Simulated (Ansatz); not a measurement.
# HfO2, response to strain

The parent structure is HfO2 (space group P2_1/c, No. 14).

```
CELL_PARAMETERS angstrom
      5.16182     0.00000     0.00000
      0.00000     5.21238     0.00000
     -0.89816     0.00000     5.27706
ATOMIC_POSITIONS crystal
  Hf 0.27574 0.04289 0.20837
  Hf 0.72426 0.54289 0.29163
  Hf 0.72426 0.95711 0.79163
  Hf 0.27574 0.45711 0.70837
  O  0.06714 0.32863 0.34846
  O  0.93286 0.82863 0.15154
  O  0.93286 0.67137 0.65154
  O  0.06714 0.17137 0.84846
  O  0.44918 0.75721 0.47665
  O  0.55082 0.25721 0.02335
  O  0.55082 0.24279 0.52335
  O  0.44918 0.74279 0.97665
```

Cartesian axes are those of the cell as printed.

Strains are applied to the cell and any free atomic positions relax; under biaxial strain the out-of-plane vector relaxes too.

Calculations: Ansatz (a first-principles code) PBE, no spin-orbit coupling, earlier PAW set.

Candidates:
(a) uniaxial strain ε_xx = −1.30 %
(b) isotropic strain +2.18 %
(c) biaxial strain −0.62 %, plane normal [001], relaxed out of plane
(d) uniaxial strain ε_yy = −2.71 %

Notes on the quantities. energy relative to the base: free energy F.

Order them by energy relative to the base, highest first.

(b) isotropic strain +2.18 % (+29 meV/atom), (d) uniaxial strain ε_yy = −2.71 % (+11 meV/atom), (a) uniaxial strain ε_xx = −1.30 % (+2.0 meV/atom), (c) biaxial strain −0.62 %, plane normal [001], relaxed out of plane (+1.1 meV/atom)

Stability against distortions was not tested.
